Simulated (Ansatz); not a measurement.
**BaTiO3, pressure series**

Base system: BaTiO₃ in the cubic perovskite structure (space group Pm-3m, No. 221).

```xyz
5
Lattice="4.0192 0.0000 0.0000 0.0000 4.0192 0.0000 0.0000 0.0000 4.0192" Properties=species:S:1:pos:R:3 pbc="T T T"
Ba     0.0000     0.0000     0.0000
Ti     2.0096     2.0096     2.0096
O      2.0096     0.0000     2.0096
O      0.0000     2.0096     2.0096
O      2.0096     2.0096     0.0000
```

Cell and atoms are relaxed at each pressure.

Method: plane-wave PAW DFT at the PBE level (Ansatz, an electronic-structure program, 420 eV), no SOC.

| pressure (GPa) | band gap (eV) |
|---|---|
| -2 | 1.76 |
| -1 | 1.77 |
| 0 | 1.78 |
| 0.3 | 1.79 |
| 0.7 | 1.79 |
| 3 | 1.82 |
| 5 | ? |
| 7.5 | 1.87 |
| 10 | 1.90 |

Fit E_g = E₀ + αP + βP² to the rows shown and predict the withheld row.

Least squares on the printed values gives E₀ = 1.78 eV, α = 11.9 meV/GPa, β = -0.028 meV/GPa² (largest residual 0.00 eV); this predicts 1.84 eV, and the run gives 1.85 eV, in agreement.

Load acts through the strain it causes; cell and atoms are relaxed under it. Whether these cells are dynamically stable was not tested. Competing high-pressure phases were not computed. All final runs are without spin polarisation. Many cubic perovskites are stable only at high temperature; tilts and polar distortions were not tested. This is not the structure that BaTiO3 has at room temperature and ambient pressure.
